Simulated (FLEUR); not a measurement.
Band structure of La₃TlC (Pm-3m, 5 atoms in the cell).

```
La3TlC
1.0
    5.32515     0.00000     0.00000
    0.00000     5.32515     0.00000
    0.00000     0.00000     5.32515
La Tl C
3 1 1
Direct
  0.50000   0.00000   0.50000
  0.00000   0.50000   0.50000
  0.50000   0.50000   0.00000
  0.00000   0.00000   0.00000
  0.50000   0.50000   0.50000
```

Level of theory: LDA (Perdew-Zunger), all-electron FLAPW (FLEUR), scalar-relativistic valence.

Settings: Kmax = 3.8 1/bohr; GmaxXC = 11.4 1/bohr; xcFunctional = pz; jspins = 1; l_soc = F; mode = hist; fermiSmearingEnergy = 0.00999582 Htr; mesh (inpgen div1-3) = 5 5 5; inpgen gamma flag = false; Gmax = 11.4 1/bohr; numbands = 0; maxIterBroyd = 15; imix = Anderson; alpha = 0.05.

The starting cell comes from a database of computed structures (which also holds hypothetical and non-ambient phases and stackings), without a prior relaxation at this level. Its lattice was rescaled by a random factor within 2.5 % of one. Spin-orbit coupling is off. Values depend on the basis (sphere radii, cutoffs, local orbitals), which need not be converged.

Levels in eV from the Fermi level, bands 22 to 29:
```tsv
point	22	23	24	25	26	27	28	29
Γ	-0.35	-0.35	-0.35	-0.03	-0.03	-0.03	0.95	0.95
X	-0.44	-0.44	-0.40	-0.40	-0.12	0.82	1.40	1.46
M	-0.98	-0.98	-0.90	-0.87	1.22	1.22	1.32	1.32
R	-2.86	0.30	0.30	0.30	1.33	1.33	1.33	1.54
```
